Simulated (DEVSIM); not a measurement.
Structure: Schottky contact on p-type Ge, at 400 K.

| layer (left to right) | material | thickness (μm) | Na (cm⁻³) | τn (s) | τp (s) |
|---|---|---|---|---|---|
| 1 | Ge | 13.0 | 1.4e16 | 2.4e-6 | 2.4e-6 |

Left contact: Schottky, work function 4.294 eV, emission velocity 2.5e6 cm/s. Right contact: ohmic. Voltage is applied to the left contact. Recombination: SRH at mid-gap. Mobility is μmin + (μ − μmin)/(1 + (N/Nref)^α).

Constants are typed, rounded textbook-type inputs, not results; the design itself was drawn at random and stands for no fabricated device. Values at 300 K; Nc and Nv go as T^1.5, mobilities as T to minus their exponent, the gap by Varshni's rule with the affinity fixed. The table also holds parameters that only a changed run uses.

```tsv
parameter	Ge
gap (eV)	0.664
affinity (eV)	4
permittivity	16
Nc (cm⁻³)	1.04e19
Nv (cm⁻³)	6e18
μn (cm²/Vs)	3900
μp (cm²/Vs)	1900
μn,min	150
μp,min	100
Nref,n	2.6e17
Nref,p	4e17
αn	0.56
αp	0.6
T exponent of μn	1.66
T exponent of μp	2.33
Cn (cm⁶/s)	1e-31
Cp (cm⁶/s)	1e-31
Varshni α (eV/K)	0.000477
Varshni β (K)	235
```

DEVSIM, 1D drift-diffusion, Boltzmann statistics, complete ionisation; no tunnelling, impact ionisation, image-force lowering or self-heating. Metal contacts follow the ideal Schottky-Mott rule: no Fermi-level pinning, no interface dipoles.

Base results: dark forward voltage at 100 A/cm² (V) 0.080; potential step across the device at zero bias (V) 0.107; largest field in the device at zero bias (V/cm) 16000.

Q: What follows from this one change: metal work function 4.294 → 4.094 eV?

A: dark forward voltage at 100 A/cm² 0.080 → 0.154 V; potential step across the device at zero bias 0.107 → 0.307 V; largest field in the device at zero bias 16000 → 89000 V/cm.

Q: What follows from this one change: temperature 400 → 350 K?

A: dark forward voltage at 100 A/cm² 0.080 → 0.099 V; potential step across the device at zero bias 0.107 → 0.161 V; largest field in the device at zero bias 16000 → 20000 V/cm.

Q: What follows from this one change: thickness of layer 1 13 → 39 μm?

A: dark forward voltage at 100 A/cm² 0.080 → 0.204 V; potential step across the device at zero bias little changed (0.107 V); largest field in the device at zero bias little changed (16000 V/cm).

Q: What follows from this one change: doping Na of layer 1 1.4e+16 → 4.2e+14 cm^-3?

A: dark forward voltage at 100 A/cm² 0.080 → 0.178 V; potential step across the device at zero bias 0.107 → 0.033 V; largest field in the device at zero bias 16000 → 3200 V/cm.

Q: What follows from this one change: constant mobility in place of the doping-dependent one?

A: dark forward voltage at 100 A/cm² 0.080 → 0.073 V; potential step across the device at zero bias little changed (0.107 V); largest field in the device at zero bias little changed (16000 V/cm).
